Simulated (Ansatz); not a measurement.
The starting structures come from a database of crystals and need not be the phases stable at ambient conditions.

By PBEsol, the system below comes out a metal.

Without scattering a metal conducts by its projected Fermi surface.

Here is the system:

```
CELL_PARAMETERS angstrom
      2.85971     0.00000     0.00000
      0.00000     2.85971     0.00000
      0.00000     0.00000     2.77392
ATOMIC_POSITIONS crystal
  Al 0.50000 0.50000 0.50000
  Ni 0.00000 0.00000 0.00000
```

The cell is strained (lengths along the current scaled by 0.97, ions clamped); by PBEsol it stands under a pressure of 6.2 GPa.

The current flows along the normal of the first two printed cell vectors, the (001) (indices of the unstrained crystal) plane of the conventional cell. No spin-orbit coupling; the value is a mean over 0.1 eV about the Fermi level.

### Question
Compute, with PBEsol run with Ansatz (a program for electronic structure), the ballistic conductance per area.

### Answer
1.0 × 10¹⁵ S/m² for both spins.
